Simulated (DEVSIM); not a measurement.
System: abrupt Si n-p junction, at 300 K.

Layer 1 from the left is Si, thickness (μm) 20.0, Nd (cm⁻³) 2.7e16, τn (s) 1.8e-5, τp (s) 1.8e-5. Layer 2 from the left is Si, thickness (μm) 120, Na (cm⁻³) 2.2e17, τn (s) 1.8e-5, τp (s) 1.8e-5.

Left contact: ohmic. Right contact: ohmic. Voltage is applied to the left contact. Recombination: SRH at mid-gap, Auger. Mobility is μmin + (μ − μmin)/(1 + (N/Nref)^α).

Constants are typed, rounded textbook-type inputs, not results; the design itself was drawn at random and stands for no fabricated device. Values at 300 K.

Si: gap (eV) 1.124, affinity (eV) 4.05, permittivity 11.7, Nc (cm⁻³) 2.86e19, Nv (cm⁻³) 3.1e19, μn (cm²/Vs) 1417, μp (cm²/Vs) 470, μn,min 52, μp,min 45, Nref,n 9.7e16, Nref,p 2.2e17, αn 0.68, αp 0.72, Cn (cm⁶/s) 2.8e-31, Cp (cm⁶/s) 9.9e-32.

Simulated with DEVSIM: 1D drift-diffusion, Boltzmann statistics, complete ionisation; no tunnelling, impact ionisation, image-force lowering or self-heating.

Dark forward current:

```tsv
|V| (V)	|J| (A/cm²)
0.05	1.585e-10
0.10	6.558e-10
0.15	2.640e-9
0.20	1.245e-8
0.25	6.953e-8
0.30	4.344e-7
0.35	2.875e-6
0.40	1.952e-5
0.45	0.0001339
0.50	0.0009230
0.55	0.006371
0.60	0.04390
0.65	0.2980
0.70	1.849
0.75	8.345
0.80	23.61
0.85	48.11
0.90	82.24
0.95	127.4
1.00	185.1
1.05	256.7
1.10	343.2
1.15	445.2
1.20	563.4
1.25	698.0
1.30	849.3
```

Problem. Work out the local ideality factor n = ΔV / (kT/q · ln(J2/J1)) between the rows 0.15 and 0.20 V, 0.50 and 0.55 V, 1.25 and 1.30 V.

Solution. kT/q = 25.85 mV. From 0.15 to 0.20 V: ln(1.245e-8/2.640e-9) = 1.551, n = 1.25. From 0.50 to 0.55 V: ln(0.006371/0.0009230) = 1.932, n = 1.00, near the 1 of diffusion or emission over a barrier. From 1.25 to 1.30 V: ln(849.3/698.0) = 0.196, n = 9.86.

Problem. Estimate the current at 0.45 V from the Shockley equation with J0 = Σ q ni² D/(N L) coth(W/L), τ joining the SRH, radiative and Auger lifetimes that are on, and W taken as the whole layer.

Solution. ni² = 1.16e20 cm⁻⁶; holes in the n layer: μ = 393 cm²/Vs, D = 10.2 cm²/s, τ = 1.79e-5 s, L = 135 μm, W/L = 0.15, term 3.52e-12 A/cm²; electrons in the p layer: μ = 549 cm²/Vs, D = 14.2 cm²/s, τ = 1.66e-5 s, L = 153 μm, W/L = 0.78, term 1.19e-13 A/cm². J0 = 3.64e-12 A/cm², and J = J0 exp(qV/kT) = 0.000132 A/cm². The simulation gives 0.000134 A/cm²; the estimate lies 1.3 % below. The estimate leaves out recombination in the depletion region and that region's share of W.
